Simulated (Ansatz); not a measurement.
The starting structures come from a database of crystals and need not be the phases stable at ambient conditions.

Consider the following.

```
BaTiO3
1.0
    5.69651     0.00000     0.00000
   -2.84825     4.93332     0.00000
    2.84826     1.64444     2.33556
Ba Ti O
1 1 3
Direct
  0.99972   0.99986   0.00042
  0.97334   0.48667   0.53999
  0.53133   0.02028   0.95762
  0.02210   0.51105   0.95762
  0.53133   0.51105   0.95762
```

Space group of this cell: R3m. The cell is taken as given; by r2SCAN its mean pressure is -1.8 GPa.

The current runs along the normal of the first two printed vectors, the (001) plane. All runs by Ansatz (a quantum-chemistry and plane-wave program), plane waves and PAW, without spin-orbit coupling; the base is r2SCAN.

```tsv
run	mean pressure (GPa)	gap (eV)	mid-gap κ (1/Å)
base	-1.8	2.75	0.379
all lengths scaled by 0.98	9.7	2.94	0.380
all lengths scaled by 1.02	-10.4	?	0.377
lengths across the current scaled by 0.98, ions clamped	5.8	?	0.379
lengths across the current scaled by 1.02, ions clamped	-7.9	?	?
lengths along the current scaled by 0.97, ions clamped	3.4	2.81	0.380
lengths along the current scaled by 1.03, ions clamped	-6.1	2.65	0.377
```

Task: What belongs in the gaps?

Result: 
- all lengths scaled by 1.02, gap (eV): 2.57
- lengths across the current scaled by 0.98, ions clamped, gap (eV): 2.87
- lengths across the current scaled by 1.02, ions clamped, gap (eV): 2.61
- lengths across the current scaled by 1.02, ions clamped, mid-gap κ (1/Å): 0.378
